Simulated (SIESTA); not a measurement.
A self-consistent single point of ZnSb₄O₈ (P1, 13 atoms in the cell) with SIESTA.

Computed with SIESTA with LDA PW92, numerical atomic orbitals SZP, PseudoDojo LDA standard norm-conserving potentials (rewritten from UPF to PSML).

```
CELL_PARAMETERS angstrom
      3.25597     0.00000     0.00000
      0.80099     8.36716     0.00000
      1.10232     3.81268     8.55771
ATOMIC_POSITIONS crystal
  Zn 0.43304 0.38112 0.82526
  Sb 0.62998 0.69416 0.48552
  Sb 0.05117 0.79448 0.81182
  Sb 0.86264 0.30618 0.13021
  Sb 0.24909 0.33814 0.47147
  O  0.78521 0.38938 0.30682
  O  0.36474 0.15423 0.23382
  O  0.55501 0.92768 0.68950
  O  0.13473 0.64312 0.68836
  O  0.20117 0.61031 0.38174
  O  0.93063 0.25992 0.93804
  O  0.66553 0.42384 0.60444
  O  0.35946 0.47687 0.02422
```

Reference input (self-consistent single point, DFT, LDA PW92, numerical atomic orbitals DZP, PseudoDojo LDA standard norm-conserving potentials (rewritten from UPF to PSML)): XC.functional = LDA; XC.authors = PW92; potentials = PseudoDojo LDA standard; PAO.BasisSize = DZP; PAO.EnergyShift = 0.01 Ry; MeshCutoff = 350 Ry; kgrid.MonkhorstPack = 7 3 3; OccupationFunction = MP; OccupationMPOrder = 0; ElectronicTemperature = 580.23 K; MaxSCFIterations = 150; SCF.Mixer.Method = Pulay. This run's input differs from it in these lines:

```diff
@@ -36,3 +36,3 @@
 XC.authors                   PW92
-PAO.BasisSize                DZP
+PAO.BasisSize                SZP
 PAO.EnergyShift              0.01 Ry
```

Log, with long lists cut:

```
        iscf     Eharris(eV)        E_KS(eV)     FreeEng(eV)     dDmax    Ef(eV) dHmax(eV)
   scf:    1   -17730.653659   -18668.450108   -18668.468895  1.931338 -1.144043161.985542
   scf:    2   -18183.043095   -18904.555712   -18904.562024  2.252369 -3.547588 85.697788
   scf:    3   -19159.760102   -19125.055289   -19125.055289  1.677626 -3.994729 25.828553
   scf:    4   -19134.357386   -19131.177089   -19131.177089  0.154087 -3.616962 21.649800
   scf:    5   -19135.121249   -19133.480435   -19133.480435  0.144313 -3.510277 13.918878
   [... 6 lines left out ...]
   scf:   12   -19135.377630   -19135.377617   -19135.377617  0.000274 -3.714410  0.006333
   scf:   13   -19135.377624   -19135.377621   -19135.377621  0.000108 -3.714418  0.003845
   scf:   14   -19135.377622   -19135.377622   -19135.377622  0.000060 -3.714726  0.001680
   scf:   15   -19135.377622   -19135.377622   -19135.377622  0.000015 -3.714916  0.000815
SCF Convergence by DM+H criterion
max |DM_out - DM_in|         :     0.0000153345
max |H_out - H_in|      (eV) :     0.0008145338
SCF cycle converged after 15 iterations

Using DM_out to compute the final energy and forces

siesta: E_KS(eV) =           -19135.3776

siesta: E_KS - E_eggbox =    -19135.3776

siesta: Atomic forces (eV/Ang):
     1   -0.040582    0.293578    0.413895
     2    0.284458    0.864573    0.271625
     3    0.096451   -0.344794    0.879055
     4    0.003734   -0.198882   -0.507876
     5   -0.074846   -0.623316    0.211636
     6    0.012281    0.394694    0.297307
     7    0.019992   -0.221366    0.536088
     8   -0.058547    0.342193   -0.584480
     9   -0.060081   -0.936359   -0.145086
    10   -0.135796    0.149101   -0.188386
    11    0.042817    0.237511   -1.097141
   [... lines left out ...]
siesta: FreeEng =    -19135.377622
   [... lines left out ...]
siesta:     0.013680   -0.002679    0.001518
siesta:    -0.002679    0.021204   -0.002046
siesta:     0.001518   -0.002046    0.033775

siesta: Cell volume =        233.139483 Ang**3

siesta: Pressure (static):
siesta:                Solid            Molecule  Units
siesta:          -0.00024926         -0.00030982  Ry/Bohr**3
siesta:          -0.02288634         -0.02844598  eV/Ang**3
siesta:         -36.66796691        -45.57548828  kBar
```

The run converged in 15 iterations. Against the reference run the pressure goes from -4.52 to -3.67 GPa, the largest force goes from 0.669 to 1.123 eV/Å and the gap on the mesh goes from 1.721 to 1.647 eV.

The starting cell comes from a database of computed structures (which also holds hypothetical and non-ambient phases and stackings), without a prior relaxation at this level. Spin-orbit coupling is off. Values carry the incompleteness of an atom-centred basis. Forces in this geometry exceed 1 eV/Å.

Cost on one core of a shared machine: roughly 60 s.
